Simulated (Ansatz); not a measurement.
MgSnO3 (model structure, started from the cubic perovskite type, Pm-3m, No. 221, 5 atoms in the cell)

Calculation: LDA (PAW; Ansatz, a program for electronic structure).

Numerical settings: plane-wave cutoff 520 eV, 8×8×8 k mesh, Fermi–Dirac smearing 0.01 eV, scalar-relativistic PAW data made under PBE.

Cell (relaxed at this level):

```
CELL_PARAMETERS angstrom
      3.95270     0.00000     0.00000
      0.00000     3.95270     0.00000
      0.00000     0.00000     3.95270
ATOMIC_POSITIONS crystal
  Mg 0.00000 0.00000 0.00000
  Sn 0.50000 0.50000 0.50000
  O  0.00000 0.50000 0.50000
  O  0.50000 0.50000 0.00000
  O  0.50000 0.00000 0.50000
```

```
Property                            Value
------------  ---------------------------
band gap      1.05 eV (on the SCF k mesh)
bulk modulus                      179 GPa
```

Note: the bulk modulus is −V dP/dV from two relaxed cells at ±2 % in volume; the relaxation could raise the start's symmetry but not lower it, so the cell can be a saddle point.

Spin–orbit coupling is not included.

Static lattice: no zero-point or thermal effects.

It cost about 14 core-seconds (a rough figure) of CPU time.

A model structure was made by putting elements into a prototype or built by hand; it is no filed structure, need not be a known phase, and can be a saddle point held by its symmetry.
